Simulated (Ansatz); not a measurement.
Consider TaN in the rock salt structure (space group Fm-3m, No. 225; a = 4.375 Å; relaxed with 0.1 eV smearing). Axes: x, y, z lie along the cube axes.

Method: PBEsol, PAW, 420 eV (Ansatz, an electronic-structure program; no spin-orbit coupling), earlier PAW set.

A first run, uniaxial strain ε_yy = −1.22 %, gives secant values C11 ≈ 860 GPa and C12 ≈ 140 GPa from its stress. A second run applies uniaxial stress, 5 GPa tension along z.

What does linear elasticity predict for Young's modulus in the second run, and what does the run give?

Linear elasticity: (C11 − C12)(C11 + 2 C12)/(C11 + C12) = 820 GPa. The run gives 720 GPa; any difference comes from nonlinear terms at these strains and numerical noise.

Beyond what the load breaks, stability against distortions was not tested. All final runs are without spin polarisation. This is not the structure that TaN has at room temperature and ambient pressure.
